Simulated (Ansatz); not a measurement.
The starting structures come from a database of crystals and need not be the phases stable at ambient conditions.

Here is the system:

```
CELL_PARAMETERS angstrom
      4.11473     0.00000     0.00000
     -2.05736     3.56346     0.00000
      2.05736    -1.18782     3.35966
ATOMIC_POSITIONS crystal
  Mg 0.00000 0.00000 0.00000
  Se 0.25000 0.75000 0.25000
```

Space group of this cell: F-43m, zinc blende. The cell is strained (all lengths scaled by 0.98); by r2SCAN its mean pressure is 3.7 GPa.

Transport runs along the normal of the first two printed cell vectors, the (111) plane of the conventional cell.

The gap is the functional's own. No spin-orbit coupling. Mid-gap values are interpolated on the energy grid.

Task: Predict the band gap and the smallest decay constant κ at mid-gap from r2SCAN (Ansatz, an electronic-structure program).

Result: Gap 3.65 eV on a 10×10×10 mesh; κ = 0.220 1/Å, at the zone centre.
